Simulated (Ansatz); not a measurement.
**GeSe (model structure, started from the zincblende type, F-43m, No. 216, 2 atoms in the cell): properties by level of theory**

```
level (code)         equilibrium lattice constant a (Å)  enthalpy of formation (eV/atom)
-------------------  ----------------------------------  -------------------------------
PBE (Ansatz)                                        ___                            0.011
PBEsol (Ansatz)                                   6.229                              ___
PBE-D3(BJ) (Ansatz)                               6.285                            0.058
```

### Question
Complete the blanks.

### Answer

- PBE (Ansatz, an electronic-structure program), equilibrium lattice constant a (Å): 6.349
- PBEsol (Ansatz), enthalpy of formation (eV/atom): 0.092

Ansatz's density-functional and Hartree–Fock values are scalar-relativistic unless marked +SOC, with PAW data made under PBE.

The computed numbers hold no vibrational or temperature effects.

A model structure was made by putting elements into a prototype or built by hand; it is no filed structure, need not be a known phase, and can be a saddle point held by its symmetry.
